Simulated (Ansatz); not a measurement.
Base system: Rh in the fcc (Cu type) structure (space group Fm-3m, No. 225; a = 3.7551 Å; relaxed with 0.1 eV smearing). Axes: x, y, z lie along the cube axes.

Level of theory: LDA (Ansatz, a first-principles code; PAW; 420 eV plane waves; spin-orbit coupling left out).

Strains are applied to the cell and any free atomic positions relax.

One change was made to it. Results:

| quantity | base | after |
|---|---|---|
| energy relative to the base (free energy F) | 0 meV/atom | +20 meV/atom |
| pressure (mean of the normal stresses, compression positive) | 0.0 GPa | 10.5 GPa |

### Question
Which change produced these results?
A) uniaxial strain ε_zz = −3.00 %
B) uniaxial strain ε_zz = +2.00 %
C) uniaxial strain ε_zz = −2.00 %
D) uniaxial strain ε_zz = +1.00 %
E) uniaxial strain ε_zz = +0.50 %

### Answer
A, uniaxial strain ε_zz = −3.00 %. For comparison, the energy relative to the base in the other runs: uniaxial strain ε_zz = +0.50 % gives +0.5 meV/atom; uniaxial strain ε_zz = −2.00 % gives +8.6 meV/atom; uniaxial strain ε_zz = +1.00 % gives +2.0 meV/atom; uniaxial strain ε_zz = +2.00 % gives +7.9 meV/atom.

No phonon test of stability was made. The final runs are not spin-polarised. Rh lies near a magnetic instability that expansion can trigger; it was not tested.
